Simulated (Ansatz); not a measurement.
Results of PBEsol (Ansatz, a program for electronic structure, plane waves, PAW) for TiAl3 (Pmm2, No. 25, 4 atoms in the cell; start mp-1217027; a measured phase of this formula has another space group).

Numerical settings: plane-wave cutoff 520 eV, 20×12×12 k mesh (along the axes of the cell as run), Fermi–Dirac smearing 0.05 eV, no spin polarisation, scalar-relativistic PAW data made under PBE.

Cell (relaxed at this level):

Al$_{3}$Ti has the orthorhombic space group Pmm2 (No. 25), Pearson symbol oP4. Cell: a = 2.784 Å, b = 4.665 Å, c = 4.895 Å, α = β = γ = 90.00°. Ti on 1b sees 2 Ti at 2.784 Å and 10 Al at 2.812–2.841 Å (anticuboctahedral). Al1 on 1d has 8 Al at 2.784–2.849 Å and 4 Ti at 2.812–2.820 Å (anticuboctahedral). Al2 on 1c has 8 Al at 2.784–2.844 Å and 4 Ti at 2.841 Å (anticuboctahedral). Al3 on 1a is coordinated by 10 Al at 2.784–2.849 Å and 2 Ti at 2.820 Å (anticuboctahedral). (Neighbours: up to the widest gap in distance over summed covalent radii, below 1.35, at either atom.)

**Question.** Predict the bulk modulus B0.

**Answer.** 
* **bulk modulus B0**: 104 GPa

Note: the run has no spin polarisation, so it can have missed a magnetic state; the bulk modulus is −V dP/dV from two relaxed cells at ±2 % in volume; the relaxation could not lower the start's symmetry, so the cell can be a saddle point above a distorted one.

Static lattice: no zero-point or thermal effects.

A start named mp-… is a Materials Project structure, which need not be a measured phase.
